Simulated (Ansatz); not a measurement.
Levels about the gap of amorphous Ga$_{20}$O$_{30}$ (50 atoms in a cell of 667 Å³, 4.66 g/cm³; zone centre alone, so wide bands show as single levels with stretches between that a denser mesh fills), at the geometry that PBE relaxed, where it gives 0.0 GPa on a denser mesh. Exact exchange is cut at the faces of this small cell, which leaves a finite-size error. The participation number counts the atoms over which a state spreads; weights are charges in smoothed Voronoi cells. The levels come from a single point, so bond lengths are those of that geometry. Method of the levels: HSE06, scalar-relativistic without spin-orbit coupling (Ansatz, a program for electronic structure). Sampling: the zone centre alone; Fermi-Dirac width 0.02 eV; no spin polarisation. At PBE the levels at the filled edge of the gap are localised (band-tail or defect states), and the nearest spread-out levels lie 2.2 eV apart at the zone centre.

It comes from a melt-quench run on a machine-learned potential (CHGNet), relaxed afterwards by DFT. O atoms were pushed apart under 1.9 Å during the dynamics, to hinder bonds among them. The hot cell started wider than the set density and was brought back towards it in steps. It is the lowest in DFT energy of 2 quenches. It is a model cell: composition and starting density were chosen by hand, and all elements were melted together. No dispersion term was used. Its density started from a set value of 4.67 and ended at 4.66 g/cm³. The simulated quench (nominally 88 K/ps over its main leg) is rapid and tends to freeze in more defects than a deposited or slowly cooled glass has. A cell of this size samples the disorder only roughly. The volume was free in the relaxation, at fixed shape. Stress components on the final sampling reach 2.2 GPa.

```
E - E(highest filled), eV  filling  participation number        largest on  weight O  weight Ga
-------------------------  -------  --------------------  ----------------  --------  ---------
-0.55                       filled                  15.9   O, 3 neighbours      0.93       0.07
-0.52                       filled                   9.9   O, 3 neighbours      0.94       0.06
-0.39                       filled                   6.2   O, 2 neighbours      0.94       0.06
-0.31                       filled                   4.8   O, 2 neighbours      0.93       0.07
-0.25                       filled                   7.4   O, 3 neighbours      0.95       0.05
-0.18                       filled                   2.9   O, 2 neighbours      0.95       0.05
0.00                        filled                   3.9   O, 2 neighbours      0.95       0.05
3.27                         empty                  46.1  Ga, 4 neighbours      0.54       0.46
6.01                         empty                  15.2  Ga, 4 neighbours      0.53       0.47
6.08                         empty                  30.0  Ga, 4 neighbours      0.55       0.45
6.30                         empty                  26.8  Ga, 5 neighbours      0.55       0.45
6.43                         empty                  36.3  Ga, 4 neighbours      0.57       0.43
6.70                         empty                  28.2  Ga, 5 neighbours      0.57       0.43
6.80                         empty                  30.3  Ga, 4 neighbours      0.52       0.48
```

Most localised among these is the filled level at -0.18 eV, on a O atom, which has 2 neighbours (Ga 1.79 Å, Ga 1.79 Å).
